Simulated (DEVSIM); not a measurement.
Device: Mo/Si3N4/n-GaAs capacitor, at 400 K.

```csv
layer (left to right),material,thickness (nm),Nd (cm⁻³)
1,Si3N4,3.30,-
2,GaAs,6100,5.5e15
```

Metal gate on the left, work function 4.6 eV. Fixed charge at the semiconductor interface -2.6e11 cm⁻² (in units of +e); no interface traps.

Constants are typed, rounded textbook-type inputs, not results; the design itself was drawn at random and stands for no fabricated device. Values at 300 K; Nc and Nv go as T^1.5, mobilities as T to minus their exponent, the gap by Varshni's rule with the affinity fixed.

| parameter | Si3N4 | GaAs |
|---|---|---|
| gap (eV) | 5.1 | 1.424 |
| affinity (eV) | 2.1 | 4.07 |
| permittivity | 7.5 | 12.9 |
| Nc (cm⁻³) | - | 4.7e17 |
| Nv (cm⁻³) | - | 9e18 |
| Varshni α (eV/K) | - | 0.000541 |
| Varshni β (K) | - | 204 |

Model (solved in DEVSIM): 1D Poisson equation in equilibrium, Boltzmann statistics, complete ionisation; no quantum confinement or tunnelling. Metal contacts follow the ideal Schottky-Mott rule: no Fermi-level pinning, no interface dipoles.

Task: Tabulate band edges, carrier densities and field at -0.3 V on the gate.

Result: Energies count from the Fermi level of the right contact; mesh points crowd at the junctions.

| x (μm) | Ec (eV) | Ev (eV) | n (cm⁻³) | p (cm⁻³) | field (V/cm) |
|---|---|---|---|---|---|
| 0.000 | 2.800 | -2.300 | < 1e2 | < 1e2 | 9100 |
| 0.001022 | 2.801 | -2.299 | < 1e2 | < 1e2 | 9100 |
| 0.002228 | 2.802 | -2.298 | < 1e2 | < 1e2 | 9100 |
| 0.003259 | 2.803 | -2.297 | < 1e2 | < 1e2 | 9100 |
| 0.005240 | 0.827 | -0.550 | 2.8e7 | 1.6e12 | -31000 |
| 0.009132 | 0.815 | -0.562 | 3.9e7 | 1.1e12 | -31000 |
| 0.01739 | 0.790 | -0.587 | 8.1e7 | 5.5e11 | -30000 |
| 0.04573 | 0.708 | -0.670 | 8.8e8 | 5.1e10 | -28000 |
| 0.1005 | 0.566 | -0.811 | 5.3e10 | 8.4e8 | -24000 |
| 0.2165 | 0.343 | -1.034 | 3.4e13 | 1300000 | -15000 |
| 0.4856 | 0.175 | -1.202 | 4.5e15 | 9900 | -1000 |
| 1.384 | 0.168 | -1.209 | 5.5e15 | 8100 | ≈ 0 |
| 3.016 | 0.168 | -1.209 | 5.5e15 | 8100 | ≈ 0 |
| 4.657 | 0.168 | -1.209 | 5.5e15 | 8100 | ≈ 0 |
| 5.615 | 0.168 | -1.209 | 5.5e15 | 8100 | ≈ 0 |
| 5.880 | 0.168 | -1.209 | 5.5e15 | 8100 | ≈ 0 |
| 6.002 | 0.168 | -1.209 | 5.5e15 | 8100 | ≈ 0 |
| 6.059 | 0.168 | -1.209 | 5.5e15 | 8100 | ≈ 0 |
| 6.088 | 0.168 | -1.209 | 5.5e15 | 8100 | ≈ 0 |
| 6.097 | 0.168 | -1.209 | 5.5e15 | 8100 | ≈ 0 |
| 6.101 | 0.168 | -1.209 | 5.5e15 | 8100 | ≈ 0 |
| 6.103 | 0.168 | -1.209 | 5.5e15 | 8100 | ≈ 0 |
